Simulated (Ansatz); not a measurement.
Data:

```
CELL_PARAMETERS angstrom
      4.54058     0.00000     0.00000
      0.00000     4.54058     0.00000
      0.00000     0.00000     4.54058
ATOMIC_POSITIONS crystal
  Cs 0.00000 0.00000 0.00000
  Ca 0.50000 0.50000 0.50000
  H  0.50000 0.00000 0.50000
  H  0.00000 0.50000 0.50000
  H  0.50000 0.50000 0.00000
```

The numbers are results of PBEsol, rigid bands (plane waves, PAW, scalar-relativistic; Ansatz, an electronic-structure program), not measurements. How the cell was made: cell and atoms relaxed with PBEsol.

Problem. Predict the electron conductivity mass (n e² τ/σ) at 300 K, by direction if it differs.

Solution. 0.46 mₑ.

Problem. What conductivity effective mass do dilute holes have at 300 K?

Solution. 0.89 mₑ.

Problem. And the band gap?

Solution. 2.88 eV at this level; semilocal functionals usually fall short of the measured gap.

Rigid bands, one relaxation time for all states, no polarons. Spin-orbit coupling is left out; where it splits the top of the valence band it changes the hole mass and lowers the gap by about a third of the splitting.

Computed structure with no diffraction record at hand here (it may be known, metastable or hypothetical): CsCaH3 (Pm-3m).
